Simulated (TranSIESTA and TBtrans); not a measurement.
Device: Cu rod with one Au atom on the axis. Leads: fcc Cu rod along [100], layers of 5 and 4 atoms, a = 3.63 Å. Geometry: 13 atoms about the centre moved by SIESTA (PBE, SZP) to a largest force of 0.03 eV/Å, all others as built. Transport runs along z; the first 18 and the last 18 of the 72 atoms are the lead cells, repeated to infinity.

```xyz
72
Lattice="13.634 0.000 0.000 0.000 13.634 0.000 0.000 0.000 29.040" Properties=species:S:1:pos:R:3 pbc="F F T"
Cu     6.817     6.817     0.000
Cu     9.384     6.817     0.000
Cu     6.817     9.384     0.000
Cu     4.250     6.817     0.000
Cu     6.817     4.250     0.000
Cu     8.100     8.100     1.815
Cu     5.533     8.100     1.815
Cu     8.100     5.533     1.815
Cu     5.533     5.533     1.815
Cu     6.817     6.817     3.630
Cu     9.384     6.817     3.630
Cu     6.817     9.384     3.630
Cu     4.250     6.817     3.630
Cu     6.817     4.250     3.630
Cu     8.100     8.100     5.445
Cu     5.533     8.100     5.445
Cu     8.100     5.533     5.445
Cu     5.533     5.533     5.445
Cu     6.817     4.250     7.260
Cu     4.250     6.817     7.260
Cu     6.817     6.817     7.260
Cu     9.384     6.817     7.260
Cu     6.817     9.384     7.260
Cu     5.533     5.533     9.075
Cu     8.100     5.533     9.075
Cu     5.533     8.100     9.075
Cu     8.100     8.100     9.075
Cu     6.817     4.250    10.890
Cu     4.250     6.817    10.890
Cu     6.817     6.817    10.890
Cu     9.384     6.817    10.890
Cu     6.817     9.384    10.890
Cu     5.555     5.555    12.595
Cu     8.079     5.555    12.595
Cu     5.555     8.079    12.595
Cu     8.079     8.079    12.595
Cu     6.817     4.408    14.520
Cu     4.408     6.817    14.520
Au     6.817     6.817    14.520
Cu     9.226     6.817    14.520
Cu     6.817     9.226    14.520
Cu     5.555     5.555    16.445
Cu     8.079     5.555    16.445
Cu     5.555     8.079    16.445
Cu     8.079     8.079    16.445
Cu     6.817     4.250    18.150
Cu     4.250     6.817    18.150
Cu     6.817     6.817    18.150
Cu     9.384     6.817    18.150
Cu     6.817     9.384    18.150
Cu     5.533     5.533    19.965
Cu     8.100     5.533    19.965
Cu     5.533     8.100    19.965
Cu     8.100     8.100    19.965
Cu     6.817     6.817    21.780
Cu     9.384     6.817    21.780
Cu     6.817     9.384    21.780
Cu     4.250     6.817    21.780
Cu     6.817     4.250    21.780
Cu     8.100     8.100    23.595
Cu     5.533     8.100    23.595
Cu     8.100     5.533    23.595
Cu     5.533     5.533    23.595
Cu     6.817     6.817    25.410
Cu     9.384     6.817    25.410
Cu     6.817     9.384    25.410
Cu     4.250     6.817    25.410
Cu     6.817     4.250    25.410
Cu     8.100     8.100    27.225
Cu     5.533     8.100    27.225
Cu     8.100     5.533    27.225
Cu     5.533     5.533    27.225
```

Run with TranSIESTA and TBtrans (open boundaries, self-consistent; PseudoDojo norm-conserving potentials, scalar-relativistic): PAO.BasisSize SZP, PAO.EnergyShift 0.15 eV, XC.Authors PBE, Mesh.Cutoff 150 Ry, ElectronicTemperature 300 K, TS.Voltage 0.0 eV, TBT.Elecs.Eta 0.001 eV, no spin polarisation.

Energies count from the leads' Fermi level. Transmissions are for one spin of a degenerate pair. The energy step is 0.02 eV; narrower resonances are cut or missed.

```
E (eV)     T
------  ----
-0.20   2.49
-0.16   2.55
-0.12   4.50
-0.08   4.55
-0.04   4.58
0.00    4.62
0.04    5.36
0.08    5.42
0.12    5.46
0.16    5.49
0.20    5.52
```

### Question
Give the zero-bias conductance in μS and the resistance at 300 K.

### Answer
At the Fermi level T = 4.62. Averaged with −∂f/∂E over the full grid (kT = 25.9 meV) it is 4.82. With G0 = 2e²/h = 77.48 μS, G = 373 μS and R = 1/G = 2.68 kΩ.

### Question
Estimate the thermopower by Mott's formula S = −(π²/3)(kB²T/e) d ln T/dE from the rows at -0.04 and 0.04 eV.

### Answer
d ln T/dE = 1.97 eV⁻¹ and (π²/3) kB²T/e = 7.33 μV/K · eV, so S = -14 μV/K; the full integral gives -9.8 μV/K, far from the estimate, as ln T isn't straight over a few kT. A negative sign means that T rises with energy over the thermal window.

The leads' channel count changes near 0.01 eV, within the thermal window, so values at the Fermi level hang on where that band edge falls. Moving central atoms between leads that stay as built scatters by itself, most near band edges, so not all of the loss belongs to a defect. Spin-orbit coupling, left out here, matters for the heavy atoms.
